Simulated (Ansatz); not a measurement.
The starting structures come from a database of crystals and need not be the phases stable at ambient conditions.

By PBEsol, the system below comes out a metal.

Given:

```xyz
8
Lattice="4.4654 0.0000 0.0000 0.0000 9.6394 0.0000 0.0000 4.8197 2.7827" Properties=species:S:1:pos:R:3 pbc="T T T"
Nb     1.1164     6.4263     0.0000
Nb     3.3491     3.2131     0.0000
Ir     3.3491    10.4281     1.3661
Ir     1.1164     4.0310     1.4166
Ir     1.1164     6.3972     2.7827
Ir     3.3491    12.8817     2.7827
Ir     3.3491     5.6084     1.4166
Ir     1.1164     8.8507     1.3661
```

Space group of this cell: P6_3/mmc. The cell is taken as given; by PBEsol its mean pressure is -7.7 GPa.

The current flows along the normal of the first two printed cell vectors, the (110) plane of the conventional cell. No spin-orbit coupling; the value is a mean over 0.1 eV about the Fermi level.

Problem. Estimate the ballistic conductance per area that PBEsol in Ansatz (a first-principles code) returns for this system.

Solution. 0.50 × 10¹⁵ S/m² for both spins.
